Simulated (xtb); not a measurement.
xtb 6.7.1, GFN2-xTB: Nb(NH)(NH2)3 ([NH]=[Nb]([NH2])([NH2])[NH2]), 12 atoms. The geometry is a generated start, not checked to be a minimum at this level.

| Quantity | Value |
|---|---|
| run flags | --grad |
| method | GFN2-xTB |
| --acc | 1 (default) |
| --etemp (K) | 300 (default) |
| basis functions | 33 |
| valence electrons | 32 |

```xyz
12

Nb     0.0087    -0.0957    -0.1301
N      0.1695    -1.1410    -1.5494
H      0.2751    -1.7343    -2.3718
N      1.8227     0.1625     0.6119
H      2.7147    -0.2346     0.3213
H      2.0097     0.8174     1.3718
N     -0.7750     1.6111    -0.7496
H     -1.0516     2.3582    -0.1103
H     -1.0096     1.9104    -1.6934
N     -1.1695    -1.0370     1.1492
H     -1.6512    -1.9292     1.0576
H     -1.3436    -0.6879     2.0928
```

Charge 0 and multiplicity 1 are set for this test and not shown to be the ground state.

One run each on 1 thread. Values of broydamp tried: 0.02, 0.05, 0.1, 0.2, 0.4 (default), 0.6, 0.8, 1.

Question: Which value of broydamp needs the fewest SCC iterations, and what happens away from it?

Answer: Fewest SCC iterations: 0.1 with 16. The count rises to 53 at 0.02. All converge to one solution.

```
broydamp       SCC iterations            end
-------------  --------------  -------------
0.02                       53  same solution
0.05                       28  same solution
0.1                        16  same solution
0.2                        27  same solution
0.4 (default)              26  same solution
0.6                        26  same solution
0.8                        37  same solution
1                          41  same solution
```
